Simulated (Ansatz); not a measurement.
PtCu3 (Pm-3m), PBEsol, DFPT electron-phonon coupling, linearised Boltzmann equation (Ansatz, a first-principles code): phonon-limited resistivity 3.47 μΩ·cm at 300 K, 4.69 μΩ·cm at 400 K.

Question: What temperature coefficient of resistance follows, and how does it compare with 1/T?

Answer: (ρ₄₀₀ − ρ₃₀₀)/(100 K × ρ₃₀₀) = 3.52×10⁻³ K⁻¹, against 1/T = 3.33×10⁻³ K⁻¹ for a resistivity proportional to T. It lies higher because phonons are still being populated at 300 K; impurities would add a constant and lower it.

Question: Estimate the electronic thermal conductivity at 300 K by the Wiedemann-Franz law (L₀ = 2.44×10⁻⁸ W·Ω/K²).

Answer: L₀T/ρ = 2.44×10⁻⁸ × 300/(3.47×10⁻⁸) = 211 W/(m·K). Inelastic scattering puts the true Lorenz number somewhat under L₀ near and below the Debye temperature.

Question: What is the classical skin depth at 10 GHz (nonmagnetic, μ₀ = 1.257×10⁻⁶ H/m)?

Answer: δ = √(ρ/(π f μ₀)) = 938 nm.

A metal at this level (no band gap). Only scattering by harmonic phonons is included (no impurities, grain boundaries, electron-electron scattering or thermal expansion). Spin-orbit coupling is left out, which matters with elements this heavy. The run warned that the eigensolver left some states short of its tolerance. Halving the electron mesh (24x24x24) moves the resistivity by up to 4 % at 300 K. Smearing 0.20 eV; phonons on a 4x4x4 q mesh, which this run doesn't test.

Formula and space group known from diffraction (Crystallography Open Database), not checked to be the room-temperature form: PtCu3 (Pm-3m).
